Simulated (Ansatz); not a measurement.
Base system: CaO in the rock salt structure (space group Fm-3m, No. 225; a = 4.8308 Å).

All numbers come from PBE/PAW in Ansatz (a quantum-chemistry and plane-wave program), no spin-orbit coupling.

Before the change:

The smallest direct gap is 4.03 eV.

Modification: a hydrostatic pressure of 7.5 GPa.

Question: What happens to the mean gap deformation potential ΔEg/Δln V and smallest direct gap?

Answer: The mean gap deformation potential ΔEg/Δln V comes out as +0.3 eV; the smallest direct gap shrinks by 0.03 eV (4.03 eV → 4.00 eV).

Load acts through the strain it causes; cell and atoms are relaxed under it. Whether these cells are dynamically stable was not tested. Competing high-pressure phases were not computed.
